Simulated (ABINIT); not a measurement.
**Equation of state of rock-salt SrTe (space group 225): energy against volume (ABINIT, PBE)**

```xyz
2
Lattice="0.0000 3.2708 3.2708 3.2708 0.0000 3.2708 3.2708 3.2708 0.0000" Properties=species:S:1:pos:R:3 pbc="T T T"
Sr     0.0000     0.0000     0.0000
Te     3.2708     3.2708     3.2708
```

Method: PBE, norm-conserving pseudopotentials (PseudoDojo nc-sr-05 PBE standard) (plane waves; ABINIT 10.0.3). Settings: pseudos = [Sr.upf, Te.upf]; ecut = 1442 eV; occopt = 3; tsmear = 0.00036749 Ha; ngkpt = 9 9 9; nshiftk = 1; shiftk = 0 0 0; potentials = PseudoDojo nc-sr-05 PBE standard; nband = 18; kptopt = 1; nstep = 80; tolvrs = 1e-11. The cell above is the first row's. The rows scale it uniformly. In all rows fractional positions and the k mesh are held. E is the free energy at the stated smearing, counted from the lowest row.

```
V (Å^3/atom)  E (meV/atom)
------------  ------------
34.991               25.63
35.752               13.40
36.512                5.32
37.273                0.98
38.034                0.00
38.794                2.05
39.555                6.82
40.316               14.06
41.077                   ?
```

Fit E of the 8 rows that show it with the third-order Birch-Murnaghan form, a cubic in V^(-2/3). With u = V^(-2/3) - 0.0891, the rows have u = 0.0043751, 0.0030439, 0.0017607, 0.0005198, -0.0006797, -0.0018383, -0.0029611, -0.0040486. Least squares gives E = 0.168 + 991.6·u + 1097825·u² + 1327404·u³. Residuals (row less fit): -0.002, 0.005, -0.004, 0.000, -0.001, 0.003, -0.003, 0.000; standard error 0.004 (degrees of freedom: 4). Its minimum lies at u = -0.0004520, so V0 = (0.0886480)^(-3/2) = 37.89. There d²E/du² = 2192000 and d³E/du³ = 7964000, so B0 = (4/9) × 37.89^(-7/3) × 2192000 × 0.160218 = 32.4 GPa (the last factor turns the table's units into GPa), and B0' = 4 + (2/3) × 0.0886480 × (7964000)/2192000 = 4.2. The program's pressures in the fitted runs (not shown) pass through zero at V = 37.88, 0.03 % from this V0.

Question: Estimate the missing E (V = 41.077); what did the run itself give?

Answer: u = -0.0051023, so E = 0.168 + 991.6 × (-0.0051023) + 1097825 × (-0.0051023)² + 1327404 × (-0.0051023)³ = 23.512 meV/atom. The calculation gives 23.51 meV/atom, which the fit meets to the printed digits. The row lies outside the fitted rows, so this is an extrapolation. From the scatter of the fitted rows alone, a prediction at this place has a standard error of 0.010 meV/atom, so the miss is 0.2 times that.

Carrying the step between the two nearest rows on in a straight line would have given 21.30, off by 2.21; series whose last step already gives the withheld value aren't shown. The scan was laid around a cell of about the measured size, scaled by a guess for this functional. The runs keep the symmetry of the cell, so they don't test it for distortions. The PBE file for Te was generated anew from PseudoDojo's inputs, some of which were changed. Spin-orbit coupling is off. Cutoffs and mesh are single choices, not tested for convergence of this quantity. Series with a scatter that would blur these digits, or in which a gap closes, are not shown. Nor are scans whose minimum lies at an end fitted in this form.
